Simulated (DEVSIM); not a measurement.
System: Pd/Si3N4/p-Ge capacitor, at 300 K.

```
layer (left to right)  material  thickness (nm)  Na (cm⁻³)
---------------------  --------  --------------  ---------
1                         Si3N4            23.0          -
2                            Ge           14000     1.7e15
```

Metal gate on the left, work function 5.2 eV. Fixed charge at the semiconductor interface -3.3e11 cm⁻² (in units of +e); no interface traps.

Constants are typed, rounded textbook-type inputs, not results; the design itself was drawn at random and stands for no fabricated device. Values at 300 K.

| parameter | Si3N4 | Ge |
|---|---|---|
| gap (eV) | 5.1 | 0.664 |
| affinity (eV) | 2.1 | 4 |
| permittivity | 7.5 | 16 |
| Nc (cm⁻³) | - | 1.04e19 |
| Nv (cm⁻³) | - | 6e18 |

Model (solved in DEVSIM): 1D Poisson equation in equilibrium, Boltzmann statistics, complete ionisation; no quantum confinement or tunnelling. Metal contacts follow the ideal Schottky-Mott rule: no Fermi-level pinning, no interface dipoles.

The interface trap density was swept, all else fixed.

| interface trap density (cm^-2 eV^-1) | threshold voltage (band bending 2φF) (V) | minimum of the low-frequency capacitance (μF/cm²) | flat-band voltage (V) |
|---|---|---|---|
| 0 | 1.20 | 0.0356 | 0.93 |
| 1e10 | 1.20 | 0.0368 | 0.93 |
| 1e11 | 1.22 | 0.0470 | 0.93 |
| 3e11 | 1.24 | 0.0678 | 0.93 |
| 1e12 | 1.34 | 0.118 | 0.94 |
| 2e12 | 1.47 | 0.160 | 0.94 |

From the first row to the last the threshold voltage (band bending 2φF) goes from 1.20 to 1.47. From the first row to the last the minimum of the low-frequency capacitance goes from 0.0356 to 0.160.
